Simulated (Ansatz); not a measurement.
SrZrO3 (GdFeO3-type perovskite start, 20-atom cell) (held in this type by symmetry, stable or not), space group Pnma.

The geometry comes from a PBE relaxation.

```
SrZrO3
1.0
    0.00000     0.00000     5.82328
    5.87814     0.00000     0.00000
    0.00000     8.25875     0.00000
Sr Zr O
4 4 12
Direct
  0.00669   0.53084   0.25000
  0.99331   0.46916   0.75000
  0.50669   0.96916   0.75000
  0.49331   0.03084   0.25000
  0.00000   0.00000   0.00000
  0.50000   0.50000   0.00000
  0.50000   0.50000   0.50000
  0.00000   0.00000   0.50000
  0.21446   0.28533   0.46062
  0.78554   0.71467   0.53938
  0.71446   0.21467   0.53938
  0.28554   0.78533   0.46062
  0.28554   0.78533   0.03938
  0.71446   0.21467   0.96062
  0.78554   0.71467   0.96062
  0.21446   0.28533   0.03938
  0.92545   0.98113   0.25000
  0.07455   0.01887   0.75000
  0.42545   0.51887   0.75000
  0.57455   0.48113   0.25000
```

Level of theory: HSE06 (plane waves to 420 eV, PAW; Ansatz, a first-principles code). Scalar-relativistic, without spin–orbit coupling. Its k-point mesh 3×3×2, Fermi–Dirac width 0.01 eV. HSE06 ran on meshes of its own (3×3×2); its edges and gaps are taken over the mesh and over extra points off it, mostly where PBE has its edges.

Question: List the levels next to the gap at (0.479, 0.417, -0.094) of this cell's own (folded) zone, from the top of the valence band (the table ends after a fixed count of bands, which can cut a degenerate set).

Answer: 
```json
[
 {"band": "v4", "E − E_v (eV)": "-0.352"},
 {"band": "v3", "E − E_v (eV)": "-0.323"},
 {"band": "v2", "E − E_v (eV)": "-0.003"},
 {"band": "v1", "E − E_v (eV)": "0.000"},
 {"band": "c1", "E − E_v (eV)": "5.631"},
 {"band": "c2", "E − E_v (eV)": "5.666"},
 {"band": "c3", "E − E_v (eV)": "6.847"},
 {"band": "c4", "E − E_v (eV)": "6.866"}
]
```
